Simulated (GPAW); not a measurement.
GPAW run on TaNbAl6 (P4/mmm, 8 atoms in the cell): self-consistent single point

Method of the run: PBEsol, GPAW PAW datasets PBEsol (made by gpaw-setup) (plane waves; GPAW).

Input:

```python
from ase import Atoms
from ase.units import GPa
from gpaw import GPAW, PW, FermiDirac

atoms = Atoms(['Ta', 'Al', 'Al', 'Al', 'Al', 'Al', 'Al', 'Nb'],
              cell=[[3.910031, 0.000000, 0.000000],
                    [0.000000, 3.910031, 0.000000],
                    [0.000000, 0.000000, 8.705428]],
              positions=[[1.955016, 1.955016, 4.352714],
                         [1.955016, 1.955016, 0.000000],
                         [0.000000, 0.000000, 4.352714],
                         [0.000000, 1.955016, 2.185933],
                         [0.000000, 1.955016, 6.519495],
                         [1.955016, 0.000000, 2.185933],
                         [1.955016, 0.000000, 6.519495],
                         [0.000000, 0.000000, 0.000000]],
              pbc=True)

calc = GPAW(mode=PW(550),
            xc='PBEsol',
            kpts=(7, 7, 3),
            occupations=FermiDirac(0.05),
            nbands=-16,
            convergence={'forces': 0.001},
            symmetry={'symmorphic': False, 'tolerance': 0.0005},
            maxiter=120,
            txt='-')

atoms.calc = calc

energy = atoms.get_potential_energy()
print('Energy (eV):', round(energy, 6))
forces = atoms.get_forces()
print('Forces (eV/Ang):')
print(forces.round(5))
stress = atoms.get_stress()
print('Stress (GPa, Voigt):', (stress / GPa).round(4))
```

The program printed (abridged):

```
Input parameters:
  convergence: {forces: 0.001}
  kpts: [7 7 3]
  maxiter: 120
  mode: {ecut: 550.0,
         name: pw}
  nbands: -16
  occupations: {fixmagmom: False,
                name: fermi-dirac,
                width: 0.05}
  symmetry: {symmorphic: False,
             tolerance: 0.0005}
  xc: PBEsol

species:
  Ta:
    name: Tantalum
    Z: 73.0
    valence: 13
    core: 60
    charge: 0.0
    file: Ta.PBEsol.gz

    # Using partial waves for Ta as LCAO basis

  Al:
    name: Aluminium
    Z: 13.0
    valence: 3
    core: 10
    charge: 0.0
    file: Al.PBEsol.gz

    # Using partial waves for Al as LCAO basis

  Nb:
    name: Niobium
    Z: 41.0
    valence: 13
    core: 28
    charge: 0.0
    file: Nb.PBEsol.gz

    # Using partial waves for Nb as LCAO basis

Reference energy: -567435.518669  # eV

Spin-paired calculation

Convergence criteria:
 Maximum [total energy] change in last 3 cyles: 0.0005 eV / valence electron
 Maximum integral of absolute [dens]ity change: 0.0001 electrons / valence electron
 Maximum integral of absolute [eigenst]ate change: 4e-08 eV^2 / valence electron
 Maximum change in the atomic [forces] across last 2 cycles: 0.001 eV/Ang OR
Maximum error relative to the maximum force is below inf
 Maximum number of scf [iter]ations: 120

Symmetries present (total): 16
Symmetries with fractional translations: 0
147 k-points: 7 x 7 x 3 Monkhorst-Pack grid
20 k-points in the irreducible part of the Brillouin zone
       k-points in crystal coordinates                weights
   0:     0.00000000    0.00000000    0.00000000          1/147
   1:     0.00000000    0.00000000    0.33333333          2/147
   2:     0.14285714    0.00000000    0.00000000          4/147
   [... 7 lines left out ...]
          ...
  19:     0.42857143    0.42857143    0.33333333          8/147

Wave functions: Plane wave expansion
  Cutoff energy: 550.000 eV
  Number of coefficients (min, max): 3874, 3949
  Pulay-stress correction: 0.000000 eV/Ang^3 (de/decut=0.000000)

Occupation numbers: Fermi-Dirac:
  width: 0.0500  # eV

Eigensolver

Densities:
  Coarse grid: 24*24*48 grid
  Fine grid: 48*48*96 grid
  Total Charge: 0.000000

Density mixing:
  Method: separate
  Backend: pulay
  Linear mixing parameter: 0.05
  old densities: 5
  Damping of long wavelength oscillations: 50

Hamiltonian:
  XC and Coulomb potentials evaluated on a 48*48*96 grid
  External potential:
    NoExternalPotential

XC parameters: PBEsol with 2 nearest neighbor stencil

Number of atoms: 8
Number of atomic orbitals: 50
Number of bands in calculation: 38
Number of valence electrons: 44
Bands to converge: occupied

Density initialized from atomic densities
  38 bands from LCAO basis set

Atomic positions and initial magnetic moments

Positions:
   0 Ta     1.955016    1.955016    4.352714    ( 0.0000,  0.0000,  0.0000)
   1 Al     1.955016    1.955016    0.000000    ( 0.0000,  0.0000,  0.0000)
   2 Al     0.000000    0.000000    4.352714    ( 0.0000,  0.0000,  0.0000)
   3 Al     0.000000    1.955016    2.185933    ( 0.0000,  0.0000,  0.0000)
   4 Al     0.000000    1.955016    6.519495    ( 0.0000,  0.0000,  0.0000)
   5 Al     1.955016    0.000000    2.185933    ( 0.0000,  0.0000,  0.0000)
   6 Al     1.955016    0.000000    6.519495    ( 0.0000,  0.0000,  0.0000)
   7 Nb     0.000000    0.000000    0.000000    ( 0.0000,  0.0000,  0.0000)

Unit cell:
           periodic     x           y           z      points  spacing
  1. axis:    yes    3.910031    0.000000    0.000000    24     0.1629
  2. axis:    yes    0.000000    3.910031    0.000000    24     0.1629
  3. axis:    yes    0.000000    0.000000    8.705428    48     0.1814

  Lengths:   3.910031   3.910031   8.705428
  Angles:   90.000000  90.000000  90.000000

Effective grid spacing dv^(1/3) = 0.1688

     iter     time        total  log10-change:
                         energy   eigst   dens  force
iter:   1 --:--:--   -50.192792
iter:   2 --:--:--   -49.792956   -1.35  -1.03
iter:   3 --:--:--   -49.239667   -1.62  -1.06
iter:   4 --:--:--   -49.102211   -1.39  -1.15
iter:   5 --:--:--   -49.135116   -2.41  -1.36
iter:   6 --:--:--   -48.971959   -2.02  -1.42
iter:   7 --:--:--   -49.018758   -2.30  -1.91
iter:   8 --:--:--   -48.993217   -3.36  -2.06
iter:   9 --:--:--   -48.966337   -3.03  -2.18
iter:  10 --:--:--   -48.963352   -3.77  -2.54
iter:  11 --:--:--   -48.962214c  -3.99  -2.65
iter:  12 --:--:--   -48.962089c  -4.72  -2.87
iter:  13 --:--:--   -48.962004c  -5.53  -2.94
iter:  14 --:--:--   -48.961957c  -5.43  -3.34
iter:  15 --:--:--   -48.961947c  -6.74  -3.71
iter:  16 --:--:--   -48.961941c  -7.38  -3.84
iter:  17 --:--:--   -48.961938c  -7.12  -3.89
iter:  18 --:--:--   -48.961935c  -7.30  -3.94
iter:  19 --:--:--   -48.961936c  -7.49c -4.07c
iter:  20 --:--:--   -48.961936c  -8.14c -4.30c -3.26c

Converged after 20 iterations.

Dipole moment: (0.000008, 0.000008, 0.000000) |e|*Ang

Energy contributions relative to reference atoms: (reference = -567435.518669)

Kinetic:        +15.781119
Potential:      -11.032745
External:        +0.000000
XC:             -53.342185
Entropy (-ST):   -0.009008
Local:           -0.363621
SIC:             +0.000000
--------------------------
Free energy:    -48.966441
Extrapolated:   -48.961936

Showing only first 2 kpts
 Kpt  Band  Eigenvalues  Occupancy
  0    20      8.37045    1.54036
  0    21      8.37045    1.54036
  0    22      8.47091    0.62014
  0    23      8.72285    0.00581

  1    20      8.49110    0.46164
  1    21      8.69934    0.00928
  1    22      8.80367    0.00116
  1    23      8.80367    0.00116

Fermi level: 8.43092

No gap
No difference between direct/indirect transitions
Energy (eV): -48.961936

Forces in eV/Ang:
  0 Ta    0.00000   -0.00000    0.00000
  1 Al    0.00000    0.00000    0.00000
  2 Al    0.00000    0.00000    0.00000
  3 Al    0.00000    0.00000   -0.02076
  4 Al    0.00000    0.00000    0.02076
  5 Al    0.00000    0.00000   -0.02076
  6 Al    0.00000    0.00000    0.02076
  7 Nb    0.00000    0.00000    0.00000

Stress tensor:
     0.047910     0.000000     0.000000
     0.000000     0.047910     0.000000
     0.000000     0.000000     0.042995
Stress (GPa, Voigt): [7.676  7.676  6.8885 0.     0.     0.    ]
```

The run converged in 20 iterations. GPAW prints stress with tension positive.

The starting cell comes from a database of computed structures (which also holds hypothetical and non-ambient phases and stackings), without a prior relaxation at this level. Its lattice was rescaled by a random factor within 2.5 % of one. Spin-orbit coupling is off. Spin polarisation is off. With a pressure of about -7 GPa the cell is away from its equilibrium volume at this level.

Cost on one core of a shared machine: roughly 60 s.
